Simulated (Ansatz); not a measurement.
Results of r²SCANh (PAW; Ansatz, a program for electronic structure) for cubic perovskite KMgF₃.

Settings: plane-wave cutoff 520 eV, 6×6×6 k mesh, Fermi–Dirac smearing 0.01 eV, scalar-relativistic PAW data made under PBE.

The cell has the measured lattice parameters. Conventional cell: a = 3.9897 Å, b = 3.9897 Å, c = 3.9897 Å, α = 90.00°, β = 90.00°, γ = 90.00°.

```
KMgF3
1.0
    3.98970     0.00000     0.00000
    0.00000     3.98970     0.00000
    0.00000     0.00000     3.98970
K Mg F
1 1 3
Direct
  0.00000   0.00000   0.00000
  0.50000   0.50000   0.50000
  0.50000   0.00000   0.50000
  0.00000   0.50000   0.50000
  0.50000   0.50000   0.00000
```

Task: List the 18 lowest band energies at Γ above −25 eV (eV, relative to the valence band maximum), grouping those that round alike.

Result: At Γ: -21.70, -21.07 (×2), -9.24 (×3), -2.42 (×3), -0.65 (×3), -0.31 (×3), 9.31, 11.98 (×2).

Note: the run warned that its exchange threshold was loose for the stress; cell and atoms aren't relaxed at this level (pressure -1.1 GPa).
